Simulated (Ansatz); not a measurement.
The starting structures come from a database of crystals and need not be the phases stable at ambient conditions.

Here is the system:

```
CELL_PARAMETERS angstrom
      7.76847     0.00000     0.00000
      0.00000    10.98628     0.00000
      3.88424     5.49314     3.88424
ATOMIC_POSITIONS crystal
  Cs 0.50000 0.75000 0.00000
  Cs 0.50000 0.25000 0.00000
  Sn 0.00000 0.00000 0.00000
  Br 0.00000 0.76065 0.00000
  Br 0.00000 0.23935 0.00000
  Br 0.00000 0.76065 0.47870
  Br 0.00000 0.23935 0.52130
  Br 0.52130 0.76065 0.47870
  Br 0.47870 0.23935 0.52130
```

Space group of this cell: Fm-3m. The cell is taken as given; by PBEsol its mean pressure is -0.5 GPa.

Transport runs along the normal of the first two printed cell vectors, the (110) plane of the conventional cell.

No gap correction and no spin-orbit coupling; mid-gap values are interpolated between computed energies.

### Question
Predict the band gap and the smallest decay constant κ at mid-gap from Ansatz (a first-principles code) with PBEsol.

### Answer
Gap 1.38 eV on a 8×8×8 mesh; κ = 0.201 1/Å, at the zone centre.
